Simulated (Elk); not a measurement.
Band structure of ZrN (F-43m, 2 atoms in the cell).

```
CELL_PARAMETERS angstrom
      0.00000     2.49538     2.49538
      2.49538     0.00000     2.49538
      2.49538     2.49538     0.00000
ATOMIC_POSITIONS crystal
  Zr 0.00000 0.00000 0.00000
  N  0.75000 0.75000 0.75000
```

Computed with LDA (PW92), all-electron FP-LAPW, Elk's shipped species files, APW+lo basis with extra local orbitals run with Elk.

Settings: rgkmax = 7.5; swidth = 0.00367493 Ha; ngridk = 11 11 11; gmaxvr = 14 1/bohr; nxlo = 2; lorbcnd = true; rmtscf = 0.87; lmaxi = 2; maxscl = 100.

The starting cell comes from a database of computed structures (which also holds hypothetical and non-ambient phases and stackings), without a prior relaxation at this level. Values depend on the basis (sphere radii, cutoffs, local orbitals), which need not be converged.

Levels in eV from the Fermi level, bands 6 to 13:
```json
[
 {"point": "Γ", "6": "-5.14", "7": "-5.14", "8": "-5.14", "9": "-0.14", "10": "1.66", "11": "1.66", "12": "5.82", "13": "5.82"},
 {"point": "X", "6": "-6.18", "7": "-3.26", "8": "-3.26", "9": "-0.92", "10": "2.12", "11": "3.14", "12": "3.89", "13": "3.89"},
 {"point": "W", "6": "-5.17", "7": "-4.34", "8": "-3.24", "9": "-1.07", "10": "1.06", "11": "2.93", "12": "4.24", "13": "5.56"},
 {"point": "K", "6": "-5.55", "7": "-3.66", "8": "-3.62", "9": "-1.05", "10": "1.98", "11": "2.07", "12": "4.83", "13": "4.89"},
 {"point": "L", "6": "-4.86", "7": "-4.56", "8": "-4.56", "9": "1.33", "10": "2.17", "11": "2.17", "12": "4.56", "13": "4.56"},
 {"point": "U", "6": "-5.55", "7": "-3.66", "8": "-3.62", "9": "-1.05", "10": "1.98", "11": "2.07", "12": "4.83", "13": "4.89"}
]
```

Bands cross the Fermi level along this path, so the cell is metallic at this level.
